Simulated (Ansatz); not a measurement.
## Pressure series in ScAl3

Consider ScAl₃ in the Cu3Au type structure (space group Pm-3m, No. 221).

```
ScAl3
1.0
    4.10545     0.00000     0.00000
    0.00000     4.10545     0.00000
    0.00000     0.00000     4.10545
Al Sc
3 1
Cartesian
  0.00000   2.05272   2.05272
  2.05272   2.05272   0.00000
  2.05272   0.00000   2.05272
  0.00000   0.00000   0.00000
```

Cell and atoms are relaxed at each pressure.

Method: Kohn–Sham DFT with the PBE functional, run in Ansatz (an electronic-structure program) with PAW and 420 eV plane waves, scalar-relativistic without spin-orbit coupling, earlier PAW set.

| pressure (GPa) | volume per atom (Å³/atom) |
|---|---|
| -1 | 17.507 |
| 0 | 17.299 |
| 3 | 16.750 |
| 7 | 16.133 |
| 15 | 15.160 |
| 30 | 13.861 |
| 50 | ? |
| 75 | 11.641 |
| 100 | 10.871 |

### Question
Fit the third-order Birch–Murnaghan form P(V) = (3B₀/2)[(V₀/V)^(7/3) − (V₀/V)^(5/3)]·[1 + (3/4)(B₀′ − 4)((V₀/V)^(2/3) − 1)] (squares taken in P) to the rows shown and predict the withheld row.

### Answer
Least squares on the printed values gives V₀ = 17.294 Å³/atom, B₀ = 88.8 GPa, B₀′ = 3.8; this predicts 12.675 Å³/atom, and the run gives 12.679 Å³/atom, 0.004 higher.

Load acts through the strain it causes; cell and atoms are relaxed under it. Whether these cells are dynamically stable was not tested. Competing high-pressure phases were not computed. The final runs are not spin-polarised.
